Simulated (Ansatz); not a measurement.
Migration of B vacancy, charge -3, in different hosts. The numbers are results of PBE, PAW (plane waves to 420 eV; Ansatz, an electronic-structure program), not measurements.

Barriers are those of the lowest checked hop between equivalent sites, from the lowest site run (climbing-image NEB, static, fixed cells, no finite-size terms; on the finer meshes named, energies are single points at the band's geometries). One hop need not carry long-range diffusion, and untried routes could be lower. Saddle orders were checked for a part of the study's bands only and are not shown. Vacancies start on their lattice site; split forms were not set up. Charge states are imposed.

```csv
Host,Route,Hop (Å),Neighbours at the saddle,Barrier (eV),Cell
zinc-blende BN,a nearby B jumps into the vacancy,2.47,"B at 2.07, B at 2.09; N at 1.38, 2 N at 1.89, 2 N at 1.92 Å",[?],"64 sites, 3×3×3 shifted"
zinc-blende BAs,a nearby B jumps into the vacancy,3.40,"As at 1.92, 2 As at 2.38, 2 As at 2.42 Å",3.09,"64 sites, 2×2×2 shifted"
zinc-blende BP,a nearby B jumps into the vacancy,3.18,"P at 1.82, 3 P at 2.27, P at 2.27 Å",3.22,"64 sites, 3×3×3 shifted"
```

Problem. Fill in the missing entries.

Solution. 
- zinc-blende BN, Barrier (eV): 3.53
